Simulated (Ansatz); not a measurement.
Given:

End structure of the (100) surface of rock-salt TaC (in the relaxation 1 S–Ta bonds broke), S on half the C sites of the top plane, c(2x2) (bottom of the slab: a bare face, its two planes held):

```yaml
crystal:
  lattice:
    - [3.16473, 3.16473, 0.00000]
    - [-3.16473, 3.16473, 0.00000]
    - [0.00000, 0.00000, 27.50000]
  atoms:
    - { symbol: C, position: [0.00000, 0.00000, 0.29498] }
    - { symbol: C, position: [0.50000, 0.50000, 0.29498] }
    - { symbol: Ta, position: [0.50000, 0.00000, 0.29498] }
    - { symbol: Ta, position: [0.00000, 0.50000, 0.29498] }
    - { symbol: C, position: [0.50000, 0.00000, 0.37636] }
    - { symbol: C, position: [0.00000, 0.50000, 0.37636] }
    - { symbol: Ta, position: [0.00000, 0.00000, 0.37636] }
    - { symbol: Ta, position: [0.50000, 0.50000, 0.37636] }
    - { symbol: C, position: [0.00000, 0.00000, 0.45779] }
    - { symbol: C, position: [0.50000, 0.50000, 0.45779] }
    - { symbol: Ta, position: [0.50000, 0.00000, 0.45676] }
    - { symbol: Ta, position: [0.00000, 0.50000, 0.45668] }
    - { symbol: C, position: [0.50000, 0.00000, 0.53852] }
    - { symbol: C, position: [0.00000, 0.50000, 0.53777] }
    - { symbol: Ta, position: [0.00000, 0.00000, 0.53990] }
    - { symbol: Ta, position: [0.50000, 0.50000, 0.53990] }
    - { symbol: C, position: [0.00000, 0.00000, 0.62019] }
    - { symbol: C, position: [0.50000, 0.50000, 0.62019] }
    - { symbol: Ta, position: [0.50000, 0.00000, 0.61669] }
    - { symbol: Ta, position: [0.00000, 0.50000, 0.61929] }
    - { symbol: S, position: [0.50000, 0.00000, 0.74171] }
    - { symbol: C, position: [0.00000, 0.50000, 0.70382] }
    - { symbol: Ta, position: [0.00000, 0.00000, 0.69638] }
    - { symbol: Ta, position: [0.50000, 0.50000, 0.69638] }
```

Slab: 24 atoms, 11.3 Å thick at the start; k 9x9x1, smearing 0.1 eV, dipole-corrected; 8 atoms held, the rest relaxed; held to the start's symmetry, so lower structures may exist; no spin, no spin-orbit, no U. It is one candidate, not shown to be the stable structure of the face.

Q: Give the work function of the top face at the level PBE (Ansatz, a program for electronic structure).

A: 4.36 eV
